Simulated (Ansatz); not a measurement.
The parent structure is MoS$_{2}$ (space group P6_3/mmc, No. 194; layered, stacked along the Cartesian z axis).

```yaml
crystal:
  lattice:
    - [3.14934, 0.00000, 0.00000]
    - [-1.57467, 2.72741, 0.00000]
    - [0.00000, 0.00000, 12.08946]
  atoms:
    - { symbol: Mo, position: [0.66667, 0.33333, 0.75000] }
    - { symbol: Mo, position: [0.33333, 0.66667, 0.25000] }
    - { symbol: S, position: [0.66667, 0.33333, 0.37952] }
    - { symbol: S, position: [0.33333, 0.66667, 0.87952] }
    - { symbol: S, position: [0.33333, 0.66667, 0.62048] }
    - { symbol: S, position: [0.66667, 0.33333, 0.12048] }
```

Level of theory: plane-wave PAW DFT at the PBE-D3(BJ) level (Ansatz, a program for electronic structure, 420 eV), no SOC.

Before the change:

```
Quantity                                Value
-------------  ------------------------------
Gap character  indirect, Γ → K–Γ (44 % along)
```

Now apply this change: the cell is scaled by 1.0300 in all directions, atoms relaxed at fixed cell.

Problem. What happens to the energy relative to the base and gap character?

Solution. The energy rises by 30 meV/atom; the gap character becomes indirect, Γ → K (base: indirect, Γ → K–Γ (44 % along)).

The cells carry an imposed strain or load. Semilocal Kohn–Sham gaps tend to fall short of experiment. Whether these cells are dynamically stable was not tested.
